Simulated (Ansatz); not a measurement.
## Relaxation of the atoms of a (101) slab of In4SbTe3 (cut from a parent of space group no. 1; 16 atoms in the cell) at several settings

```yaml
crystal:
  lattice:
    - [6.20511, 0.00000, 0.00000]
    - [3.10023, 6.88472, 0.00000]
    - [0.00000, 0.00000, 21.76670]
  atoms:
    - { symbol: In, position: [0.17463, 0.65626, 0.46875] }
    - { symbol: In, position: [0.56806, 0.85372, 0.34120] }
    - { symbol: In, position: [0.87485, 0.25019, 0.40432] }
    - { symbol: In, position: [0.27437, 0.45912, 0.27565] }
    - { symbol: In, position: [0.37390, 0.25744, 0.72435] }
    - { symbol: In, position: [0.76733, 0.45491, 0.59681] }
    - { symbol: In, position: [0.07412, 0.85137, 0.65992] }
    - { symbol: In, position: [0.47364, 0.06031, 0.53125] }
    - { symbol: Sb, position: [0.07105, 0.85373, 0.34065] }
    - { symbol: Sb, position: [0.27032, 0.45492, 0.59625] }
    - { symbol: Te, position: [0.37506, 0.25359, 0.40274] }
    - { symbol: Te, position: [0.77499, 0.45579, 0.27614] }
    - { symbol: Te, position: [0.67695, 0.65333, 0.46855] }
    - { symbol: Te, position: [0.57433, 0.85477, 0.65834] }
    - { symbol: Te, position: [0.97427, 0.05697, 0.53174] }
    - { symbol: Te, position: [0.87622, 0.25452, 0.72414] }
```

Base: revPBE, PAW files made with PBE in Ansatz (a program for electronic structure). Its settings: kpoints.mp_grid.grid = 4 3 1; hamiltonian.xc = revpbe; hamiltonian.pseudopotentials = {kind: paw} (the program's default PAW files); scf.occupations.method = fermi_dirac; scf.occupations.width = 0.0073 Ry; efield.axis = 3; efield.dipole_correction = true.

Each line gives the change from the base single point and the result:

- relax: default → atoms: largest force (vector length) 0.005 eV/Å; relaxation steps 11; free energy against the base single point -32.8 meV/atom.
- atoms moved at random; scf.convergence.dr2_threshold: default (1e-07 eV) → 0.001 eV; relax: default → atoms; relax.f_tol: default → 0.03 eV/Å: largest force (vector length) 0.023 eV/Å; relaxation steps 7; free energy against the base single point -32.8 meV/atom.
- atoms moved at random; relax: default → atoms; relax.f_tol: default → 0.1 eV/Å: largest force (vector length) 0.100 eV/Å; relaxation steps 5; free energy against the base single point -32.4 meV/atom.

The starting cell comes from a database of computed structures (which also holds hypothetical and non-ambient phases and stackings), without a prior relaxation at this level. The slab is cut from that crystal, and its faces are unrelaxed. Its lattice was rescaled in the plane by a random factor within 2.5 % of one. Spin polarisation is off, though cut faces can carry moments; the slab shows no gap.

Keys are those of Ansatz 0.2.
